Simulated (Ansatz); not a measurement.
We consider BN (model structure, started from the SiC type, P3m1, No. 156, 20 atoms in the cell), described by r²SCAN (Ansatz, a first-principles code, PAW).

Run with plane-wave cutoff 560 eV, 18×18×2 k mesh (along the axes of the cell as run), Fermi–Dirac smearing 0.01 eV, scalar-relativistic PAW data made under PBE.

Cell (relaxed with PBEsol):

```xyz
20
Lattice="2.5461 0.0000 0.0000 -1.2730 2.2050 0.0000 0.0000 0.0000 20.8958" Properties=species:S:1:pos:R:3 pbc="T T T"
B      0.0000     0.0000     4.1757
B      0.0000     0.0000     8.3592
B      0.0000     1.4700     6.2620
B      0.0000     0.0000    12.5420
B      0.0000     1.4700    -0.0032
B      0.0000     1.4700    14.6276
B      1.2730     0.7350    18.8063
B      0.0000     0.0000    16.7249
B      1.2730     0.7350     2.0942
B      1.2730     0.7350    10.4449
N      0.0000     1.4700    16.2019
N      0.0000     1.4700     1.5713
N      0.0000     0.0000    14.1028
N      0.0000     0.0000     5.7375
N      1.2730     0.7350     3.6554
N      1.2730     0.7350    12.0192
N      0.0000     0.0000     9.9200
N      1.2730     0.7350    20.3681
N      0.0000     1.4700     7.8365
N      0.0000     0.0000    18.2861
```

Task: Predict the band gap, smallest direct gap on the k points sampled and Γ–Γ gap.

Result: 
- band gap = 5.78 eV (indirect)
- smallest direct gap on the k points sampled = 7.88 eV
- Γ–Γ gap = 9.40 eV

Note: the relaxation could raise the start's symmetry but not lower it, so the cell can be a saddle point; cell and atoms aren't relaxed at this level (pressure 1.3 GPa).

Computed values are for the static lattice.

A model structure was made by putting elements into a prototype or built by hand; it is no filed structure, need not be a known phase, and can be a saddle point held by its symmetry.
